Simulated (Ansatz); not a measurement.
**Response to strain in Si**

The reference is Si in the diamond structure (space group Fd-3m, No. 227).

```xyz
2
Lattice="0.0000 2.7168 2.7168 2.7168 0.0000 2.7168 2.7168 2.7168 0.0000" Properties=species:S:1:pos:R:3 pbc="T T T"
Si     0.0000     0.0000     0.0000
Si     1.3584     1.3584     1.3584
```

Cartesian axes are those of the cell as printed.

Strains are applied to the cell and any free atomic positions relax; under biaxial strain the out-of-plane vector relaxes too; under stress the whole cell relaxes.

Calculations: DFT with PBEsol, PAW potentials and a 420 eV plane-wave cutoff in Ansatz (an electronic-structure program), without spin-orbit coupling.

Notes on the quantities. pressure: mean of the normal stresses, compression positive.

```json
[
 {"variant": "base", "gap character": "indirect, Γ → Γ–X (87 % along)", "pressure": "0.0 GPa", "band gap": "0.47 eV", "shortest interatomic distance": "2.353 Å"},
 {"variant": "biaxial strain −4.32 %, plane normal [001], relaxed out of plane", "gap character": "–", "pressure": "5.5 GPa", "band gap": "zero", "shortest interatomic distance": "2.314 Å"},
 {"variant": "biaxial strain +3.35 %, plane normal [110], relaxed out of plane", "gap character": "indirect, Γ → X", "pressure": "-4.26 GPa", "band gap": "0.21 eV", "shortest interatomic distance": "2.374 Å"},
 {"variant": "biaxial strain −3.68 %, plane normal [111], relaxed out of plane", "gap character": "–", "pressure": "5.8 GPa", "band gap": "zero", "shortest interatomic distance": "2.300 Å"},
 {"variant": "biaxial strain +1.30 %, plane normal [111], relaxed out of plane", "gap character": "indirect, Γ → F–Γ (13 % along)", "pressure": "…", "band gap": "…", "shortest interatomic distance": "2.355 Å"},
 {"variant": "isotropic strain −1.34 %", "gap character": "indirect, Γ → Γ–X (87 % along)", "pressure": "4.13 GPa", "band gap": "0.39 eV", "shortest interatomic distance": "2.321 Å"},
 {"variant": "isotropic strain −1.19 %", "gap character": "indirect, Γ → Γ–X (87 % along)", "pressure": "3.63 GPa", "band gap": "0.40 eV", "shortest interatomic distance": "2.325 Å"},
 {"variant": "isotropic strain +0.94 %", "gap character": "indirect, Γ → Γ–X (87 % along)", "pressure": "-2.48 GPa", "band gap": "0.52 eV", "shortest interatomic distance": "2.375 Å"},
 {"variant": "tensor shear ε_xy = +1.30 %", "gap character": "indirect, Γ → k = (0.455, 0.455, 0) in the run's primitive reciprocal basis", "pressure": "0.01 GPa", "band gap": "0.27 eV", "shortest interatomic distance": "2.344 Å"},
 {"variant": "uniaxial stress, 1 GPa tension along z", "gap character": "indirect, Γ → Γ–X (87 % along)", "pressure": "–", "band gap": "0.42 eV", "shortest interatomic distance": "2.356 Å"}
]
```

Problem. Complete the table.

Solution. 
- biaxial strain +1.30 %, plane normal [111], relaxed out of plane, pressure: -1.79 GPa
- biaxial strain +1.30 %, plane normal [111], relaxed out of plane, band gap: 0.38 eV

A biaxial case was relaxed in a doubled cell and then solved in the primitive one. The mesh was chosen for an insulator and is coarse for the gapless case. Stability under load was not tested beyond the relaxation. The zero or small gap of Si under biaxial strain −4.32 %, plane normal [001], relaxed out of plane, Si under biaxial strain +3.35 %, plane normal [110], relaxed out of plane, Si under biaxial strain −3.68 %, plane normal [111], relaxed out of plane and Si under tensor shear ε_xy = +1.30 % can change with the level of theory. Labels are those of the standard path for the cell's own space group.
